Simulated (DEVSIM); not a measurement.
Device: Au/SiO2/p-GaSb capacitor, at 300 K.

| layer (left to right) | material | thickness (nm) | Na (cm⁻³) |
|---|---|---|---|
| 1 | SiO2 | 15.0 | - |
| 2 | GaSb | 450 | 1.8e18 |

Metal gate on the left, work function 5.1 eV. Fixed charge at the semiconductor interface 4.6e11 cm⁻² (in units of +e); interface traps 7.7e11 cm⁻² eV⁻¹, uniform in energy, neutral level at 0.5 of the gap above the valence band.

Constants are typed, rounded textbook-type inputs, not results; the design itself was drawn at random and stands for no fabricated device. Values at 300 K.

```
parameter      SiO2    GaSb
-------------  ----  ------
gap (eV)          9   0.726
affinity (eV)   0.9    4.06
permittivity    3.9    15.7
Nc (cm⁻³)         -  2.1e17
Nv (cm⁻³)         -  1.8e19
```

Model (solved in DEVSIM): 1D Poisson equation in equilibrium, Boltzmann statistics, complete ionisation; no quantum confinement or tunnelling. Metal contacts follow the ideal Schottky-Mott rule: no Fermi-level pinning, no interface dipoles.

Base results: flat-band voltage (V) -0.11; minimum of the low-frequency capacitance (μF/cm²) 0.174; capacitance of the dielectric stack (μF/cm²) 0.230.

Question: What follows from this one change: substrate doping 1.8e+18 → 3.6e+18 cm^-3?

Answer: flat-band voltage -0.11 → -0.14 V; minimum of the low-frequency capacitance 0.174 → 0.185 μF/cm²; capacitance of the dielectric stack little changed (0.230 μF/cm²).

Question: What follows from this one change: interface trap density 7.7e+11 → 3e+11 cm^-2 eV^-1?

Answer: flat-band voltage -0.11 → -0.01 V; minimum of the low-frequency capacitance 0.174 → 0.169 μF/cm²; capacitance of the dielectric stack little changed (0.230 μF/cm²).

Question: What follows from this one change: SiO2 thickness 0.015 → 0.013 μm?

Answer: flat-band voltage -0.11 → -0.04 V; minimum of the low-frequency capacitance 0.174 → 0.194 μF/cm²; capacitance of the dielectric stack 0.230 → 0.266 μF/cm².
